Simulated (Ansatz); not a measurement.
Ansatz (an electronic-structure program) run on ScCd (P4mm, 2 atoms in the cell): self-consistent single point.

Method: PBEsol, default PAW files made with PBE (plane waves; Ansatz).

```
ScCd
1.0
    3.54389     0.00000     0.00000
    0.00000     3.54389     0.00000
    0.00000     0.00000     3.54389
Sc Cd
1 1
Direct
  0.50000   0.50000   0.51411
  0.00000   0.00000   0.00000
```

Reference input (self-consistent single point, DFT, PBEsol, plane waves, default PAW files made with PBE): basis.ecutwfc = 30.9 Ry; kpoints.mp_grid.grid = 9 9 9; hamiltonian.xc = pbesol; hamiltonian.pseudopotentials = {kind: paw} (the program's default PAW files); scf.occupations.method = gaussian; scf.occupations.width = 0.0073 Ry. This run's input differs from it in these lines:

Ansatz 0.2 input:
```diff
@@ -10,3 +10,3 @@
 basis:
-  ecutwfc: 30.9 Ry
+  ecutwfc: 15.4 Ry
 kpoints:
```

The program printed (abridged):

```
SCF iter   1: F=—  HF=-10286.577639 eV  |F-HF|=—  |Δ(HF+E_count)|=         —  Δρ=9.69e-2  dr2=2.00e0  ethr=1.77e-3  ⟨swp⟩=3.9  Hψ=5251  notcnv=0
all-band conjugate gradients solve this SCF's bands
preconditioner: auto → Kerker (q_TF=auto, 2.569 Å⁻¹)
SCF iter   2: F=—  HF=-10285.615902 eV  |F-HF|=—  |Δ(HF+E_count)|=   9.62e-1  Δρ=3.08e-2  dr2=1.39e-1  ethr=1.77e-3  ⟨swp⟩=2.0  Hψ=3600  notcnv=0
SCF iter   3: F=—  HF=-10285.565133 eV  |F-HF|=—  |Δ(HF+E_count)|=   5.08e-2  Δρ=7.18e-3  dr2=1.38e-2  ethr=4.50e-4  ⟨swp⟩=2.0  Hψ=3600  notcnv=0
SCF iter   4: F=—  HF=-10285.567277 eV  |F-HF|=—  |Δ(HF+E_count)|=   2.14e-3  Δρ=1.53e-3  dr2=9.51e-4  ethr=4.45e-5  ⟨swp⟩=2.0  Hψ=1661  notcnv=0
SCF iter   5: F=—  HF=-10285.566987 eV  |F-HF|=—  |Δ(HF+E_count)|=   2.91e-4  Δρ=3.72e-4  dr2=3.18e-5  ethr=3.07e-6  ⟨swp⟩=2.0  Hψ=2020  notcnv=0
SCF iter   6: F=—  HF=-10285.566925 eV  |F-HF|=—  |Δ(HF+E_count)|=   6.12e-5  Δρ=7.06e-5  dr2=1.61e-6  ethr=1.03e-7  ⟨swp⟩=2.1  Hψ=2562  notcnv=0
SCF iter   7: F=-10285.566925 eV  HF=-10285.566925 eV  |F-HF|=2.98e-10  |Δ(HF+E_count)|=   2.62e-9  Δρ=1.04e-5  dr2=4.19e-8  ethr=3.23e-10  ⟨swp⟩=4.6  Hψ=5449  notcnv=0
SCF 1 converged in 7 iterations: F = -10285.566925 eV  dr2 = 4.19e-8
Free energy (F): -10285.566925 eV
Internal energy: -10285.557124 eV  (E = F + TS)
E sigma→0 (E₀):  -10285.562025 eV
Entropy (-TS):   -0.009802 eV (-4.901 meV/atom)
Fermi energy:    12.260175 eV
--- Forces (eV/Å), atoms counted from 1 ---
  atom   1  Sc    -0.00000000     0.00000000    -0.25708487
  atom   2  Cd    -0.00000000     0.00000000     0.25708182
--- Stress (GPa, compression-positive) ---
       -2.586944       0.000000      -0.000000
        0.000000      -2.586944       0.000000
       -0.000000       0.000000      -2.666048
  P = ⅓ Tr σ = -2.6133 GPa (-26.133 kbar)
  The stress holds the Pulay correction. Without it, at fixed plane waves, as pw.x and ABINIT print it: P = -211.4222 GPa
```

The run converged in 7 iterations. Against the reference run the free energy rises by 5.25 eV/atom, the pressure goes from -3.33 to -2.61 GPa and the largest force goes from 0.152 to 0.257 eV/Å.

The starting cell comes from a database of computed structures (which also holds hypothetical and non-ambient phases and stackings), without a prior relaxation at this level. Its lattice was rescaled by up to half a per cent. One atom was moved a little off its site on purpose. Ansatz's pressure includes its estimate of the finite-basis (Pulay) stress. Without the estimate this run gives -211.42 GPa. The cutoff lies below the one recommended for these files.
